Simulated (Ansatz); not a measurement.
Worked calculations on one periodic cell of amorphous IGZO (In6Ga6Zn14O32): In6Ga6Zn14O32, 58 atoms, volume 750.5 Å³, made by a melt-quench on the CHGNet potential and relaxed with DFT. O atoms were pushed apart under 1.9 Å during the dynamics, to hinder bonds among them. It is a model cell: composition and starting density were chosen by hand, and all elements were melted together. These are PBE, scalar-relativistic without spin-orbit coupling (plane waves to 420 eV, PAW; Ansatz, an electronic-structure program) values and carry that method's errors. Sampling: a 2×2×2 Γ-centred mesh; Fermi-Dirac width 0.02 eV; no spin polarisation. Its volume was relaxed, its shape was held as a cube, and it stands at a mean pressure of 0.2 GPa with stress components up to 2.4 GPa; the relaxation ran on the zone centre alone. Its density went from a set 5.79 to 5.61 g/cm³. The cell is small and was quenched far faster than a real film, so it is one sample of the glass.

**Question.** Count formal charges (In +3, Ga +3, Zn +2, O -2). What does the count lead one to expect at the Fermi level, and what does the calculation give?

**Answer.** 6 × (+3) + 6 × (+3) + 14 × (+2) + 32 × (-2) = 0. The charges balance, so the anion-derived valence states can be full and a gap can open. On this mesh the highest filled and lowest empty level lie 0.64 eV apart, the PBE gap of this cell, with a localised state at one edge or both.

The cell was scaled and its atoms relaxed again at each volume (the zone centre alone): 728.0 Å³, 2.90 GPa; 750.5 Å³, -0.01 GPa; 773.0 Å³, -2.35 GPa.

**Question.** Estimate the bulk modulus over this range from B = −dP/d ln V.

**Answer.** Between the ends: −(-2.35 − 2.90) / ln(773.0/728.0) = 87 GPa, a mean over the range at 0 K with the atoms relaxed.
